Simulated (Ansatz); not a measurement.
# bcc W (1 1 1) on zinc-blende GaAs (1 1 1) (film strained to the substrate, started from cuts of the bulks and a machine-learned relaxation)

A periodic stack without vacuum, bcc W (1 1 1) on zinc-blende GaAs (1 1 1) (film strained to the substrate, started from cuts of the bulks and a machine-learned relaxation): substrate slab As16Ga16, film W30, surface cells [[-2, 2], [-2, 0]] and [[-1, 2], [-2, 1]], film strained by +4.2 and +4.2 %, outermost planes Ga/As and W/W as cut, which need not be the usual terminations and can put a slab off its formula.

The start was prepared with a machine-learned potential, and the result is one local minimum, with the in-plane cell held and forces under 0.04 eV/Å; the film can end far from its bulk form.

These are PBE (plane waves to 420 eV, PAW; Ansatz, an electronic-structure program) values and carry that method's errors. Spin–orbit coupling is left out; the runs are not spin-polarised. Its k-point mesh 4×4×1, Fermi–Dirac width 0.05 eV.

* **interface area**: 57.2 Å²
* **period**: 21.47 Å
* **gaps between the outermost planes at the two interfaces**: 0.72 and 0.69 Å
* **Ga–W contacts across the interfaces within 1.22 times the sum of covalent radii**: 28, mean 2.89 Å
* **As–W contacts across the interfaces within 1.22 times the sum of covalent radii**: 26, mean 2.83 Å

```
Ga8W15As8
1.0
    8.12482    -0.00033    -0.14041
    4.06229     7.03674    -0.11771
    4.49437     3.04760    21.37561
As Ga W
16 16 30
Direct
  0.80948   0.90713   0.06835
  0.12152   0.10896   0.04326
  0.56363   0.56979   0.07434
  0.11004   0.54044   0.07091
  0.29020   0.64373   0.22040
  0.81051   0.63197   0.22319
  0.32413   0.11999   0.21154
  0.80858   0.14763   0.21706
  0.94297   0.22877   0.37012
  0.42160   0.22205   0.38182
  0.91699   0.74776   0.37203
  0.42165   0.72993   0.37053
  0.69275   0.55367   0.55776
  0.05618   0.87273   0.55836
  0.59084   0.22371   0.52556
  0.17494   0.43166   0.52648
  0.23884   0.72683   0.00057
  0.54226   0.99943   0.00699
  0.87906   0.42275   0.00671
  0.53761   0.29679   0.04518
  0.63672   0.49985   0.18567
  0.15649   0.47095   0.18375
  0.67474   0.97776   0.17888
  0.14938   0.99107   0.17060
  0.29078   0.07823   0.32867
  0.75691   0.09922   0.33449
  0.26616   0.56858   0.33806
  0.76877   0.58125   0.33814
  0.87346   0.74706   0.48565
  0.39713   0.74681   0.48296
  0.91912   0.22005   0.48461
  0.38660   0.04422   0.51542
  0.01544   0.51411   0.63715
  0.68152   0.18243   0.63660
  0.35029   0.85525   0.63335
  0.68897   0.87477   0.59189
  0.36288   0.52464   0.59270
  0.03695   0.19996   0.59189
  0.65794   0.81885   0.71523
  0.32414   0.48187   0.71662
  0.99178   0.15021   0.71612
  0.33699   0.16620   0.67417
  0.00246   0.83406   0.67543
  0.67224   0.49893   0.67530
  0.29946   0.11685   0.79850
  0.96550   0.78145   0.80246
  0.63179   0.44899   0.79974
  0.97635   0.46905   0.75949
  0.64717   0.13268   0.75893
  0.31185   0.79780   0.75661
  0.94447   0.41220   0.88321
  0.60982   0.08123   0.88315
  0.27168   0.74766   0.88106
  0.61817   0.76654   0.83889
  0.28806   0.42773   0.84325
  0.95647   0.10010   0.84147
  0.58290   0.71204   0.95854
  0.25042   0.37104   0.96866
  0.90845   0.07189   0.96458
  0.26775   0.05779   0.92484
  0.92734   0.73350   0.92458
  0.59669   0.39453   0.92272
```
